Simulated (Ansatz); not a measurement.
# Ta4N5, pressure series

Consider Ta$_{4}$N$_{5}$ (space group I4/m, No. 87; a cell from a computed database, its experimental status unchecked).

Space group I4/m (No. 87); a = 6.8237 Å, b = 6.8237 Å, c = 4.2566 Å, α = 90.00°, β = 90.00°, γ = 90.00°

| atom | site | symmetry | x | y | z |
|---|---|---|---|---|---|
| Ta | 8h | m.. | 0.3952 | 0.2156 | 0.0000 |
| N | 2b | 4/m.. | 0.0000 | 0.0000 | 0.5000 |
| N | 8h | m.. | 0.0918 | 0.3061 | 0.0000 |
(The calculation used a cell of 9 atoms; values per cell refer to that cell.)

Cell and atoms are relaxed at each pressure.

Level of theory: plane-wave PAW DFT at the PBEsol level (Ansatz, an electronic-structure program, 420 eV), no spin-orbit coupling.

| pressure (GPa) | volume per atom (Å³/atom) |
|---|---|
| -2 | 11.083 |
| -1 | 11.046 |
| 0 | 11.011 |
| 0.3 | 11.001 |
| 0.7 | 10.987 |
| 3 | 10.907 |
| 5 | 10.841 |
| 7.5 | ? |
| 10 | 10.683 |

### Question
Fit the third-order Birch–Murnaghan form P(V) = (3B₀/2)[(V₀/V)^(7/3) − (V₀/V)^(5/3)]·[1 + (3/4)(B₀′ − 4)((V₀/V)^(2/3) − 1)] (squares taken in P) to the rows shown and predict the withheld row.

### Answer
Least squares on the printed values gives V₀ = 11.011 Å³/atom, B₀ = 312 GPa, B₀′ = 3.9; this predicts 10.761 Å³/atom, and the run gives 10.761 Å³/atom, in agreement.

Load acts through the strain it causes; cell and atoms are relaxed under it. No phonon test of stability was made. Competing high-pressure phases were not computed. The final runs are not spin-polarised. An odd electron count without spin: Ta4N5.
